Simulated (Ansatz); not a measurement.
Consider WSe2 (space group Fm-3m, No. 225; a = 6.168 Å; ferromagnetic; a hypothetical phase, not in the database extracts checked).

It is then changed as follows: cell and atoms relaxed at a pressure of 50 GPa.

Levels (all Ansatz, a first-principles code, PAW, earlier PAW set): PBEsol (420 eV, without spin-orbit coupling); r2SCAN (500 eV, scalar-relativistic without spin-orbit coupling).

The geometry is relaxed with PBEsol.

- PBEsol magnetic state = non-magnetic
- PBEsol largest site moment = 0.00 μB
- PBEsol pressure = 50.0 GPa

With r2SCAN at the same geometry, the magnetic state changes from non-magnetic to ferromagnetic; the largest site moment goes from zero to 0.68 μB; the pressure grows by 9.7 GPa (50.0 GPa → 59.7 GPa).

Other magnetic orders, which the real material may have, were not ruled out. Single points use the geometry relaxed with PBEsol. Their cutoffs differ, which shifts pressures a little. Load acts through the strain it causes; cell and atoms are relaxed under it. Stability against distortions was not tested. No other phases were tried under pressure. Seeded moments were not kept for pressure 50 GPa.
